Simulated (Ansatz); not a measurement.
System: In-vacancy pair (In on one host Ru site, one Ru site vacant) in hcp Ru (neutral cell). Computed with PBE, PAW (plane waves to 420 eV; Ansatz, a first-principles code).

Cell of 36 host sites held at the relaxed PBE lattice; a 2×2×2 k-point mesh shifted by half a step along c; Fermi-Dirac width 0.10 eV, spin-restricted; finite-size errors left in. Energies are static. Forms of the defect that were not tried may lie lower.

Barriers: single points on a 4×4×4 k-point mesh shifted by half a step along c at the bands' geometries.

Relaxed starting cell (atoms counted from 1):

```xyz
35
Lattice="8.1642 0.0000 0.0000 -4.0821 7.0704 0.0000 0.0000 0.0000 8.5861" Properties=species:S:1:pos:R:3 pbc="T T T"
In    -0.1074     1.5209     1.2638
Ru    -0.0376     1.5616     5.4002
Ru    -1.4235     3.9671     1.1005
Ru    -1.3962     3.9262     5.4052
Ru    -2.7293     6.2288     1.1002
Ru    -2.7511     6.2725     5.4049
Ru     2.7452     1.5782     1.1134
Ru     2.7213     1.5916     5.4214
Ru     1.3680     3.9623     1.1137
Ru     1.3679     3.9355     5.4215
Ru    -0.0211     6.2843     1.0974
Ru    -0.0126     6.2893     5.4120
Ru     5.3489     1.5619     1.0911
Ru     5.4488     1.5499     5.3786
Ru     4.0504     3.9214     1.1086
Ru     4.0569     3.9253     5.4111
Ru     2.6561     6.2255     1.0914
Ru     2.6958     6.3177     5.3791
Ru     1.4141     0.7670     3.3400
Ru     1.3417     0.7909     7.4991
Ru     0.0002     3.2158     3.3400
Ru    -0.0150     3.1410     7.4992
Ru    -1.3829     5.4985     3.2663
Ru    -1.3844     5.4972     7.5325
Ru     4.0535     0.7768     3.2668
Ru     4.0668     0.7817     7.5298
Ru     2.6968     3.1401     3.2646
Ru     2.6956     3.1392     7.5415
Ru     1.3284     5.4964     3.2666
Ru     1.3393     5.5055     7.5297
Ru     6.7658     0.7753     7.4970
Ru     5.4162     3.1594     3.2681
Ru     5.4254     3.1340     7.5450
Ru     4.0735     5.4855     3.2678
Ru     4.0560     5.5058     7.5449
```

End state 1 differs by these moves (Å; atoms that move under 0.08 Å are left out):

```json
[
 {"atom": "1", "element": "In", "Δx": "-1.19", "Δy": "-0.69", "Δz": "1.84"},
 {"atom": "18", "element": "Ru", "Δx": "0.00", "Δy": "-0.03", "Δz": "0.07"},
 {"atom": "22", "element": "Ru", "Δx": "0.00", "Δy": "-0.03", "Δz": "0.07"}
]
```

**Question.** What is the computed forward and backward barriers to end state 1 (PBE, PAW)?

**Answer.** forward 0.77 eV, backward 0.77 eV; at the saddle point atom 1 has neighbours 4 Ru at 2.55, 4 Ru at 3.05 Å. The program found a first-order saddle point.
